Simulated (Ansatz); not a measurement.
Start from BeS in the zinc blende structure (space group F-43m, No. 216; a = 4.8686 Å).

The values are results of Ansatz (a quantum-chemistry and plane-wave program) r2SCAN, without spin-orbit coupling, not measurements.

Strains are applied to the cell and any free atomic positions relax.

One change was made to it. Results:

```csv
quantity,base,after
electron mass,"0.79 mₑ along k, 0.29 mₑ across (at X)","0.78 mₑ along k, 0.28 mₑ across (at X)"
band gap,3.59 eV,3.56 eV
"hole mass (degenerate bands, along [100])","0.34, 0.57, 0.57 mₑ (at Γ)","0.34, 0.56, 0.56 mₑ (at Γ)"
energy relative to the base (free energy F),0 meV/atom,+1.0 meV/atom
```

Question: Which of these changes matches the shifts?
A. isotropic strain −0.50 %
B. isotropic strain −3.00 %
C. isotropic strain −2.50 %
D. isotropic strain −1.00 %

Answer: A, isotropic strain −0.50 %. For comparison, the energy relative to the base in the other runs: isotropic strain −1.00 % gives +4.1 meV/atom; isotropic strain −2.50 % gives +26 meV/atom; isotropic strain −3.00 % gives +39 meV/atom.

Masses are band curvatures over ±0.01 Å⁻¹ around the edge. Along k means along the line from Γ to the band edge. No phonon test of stability was made.
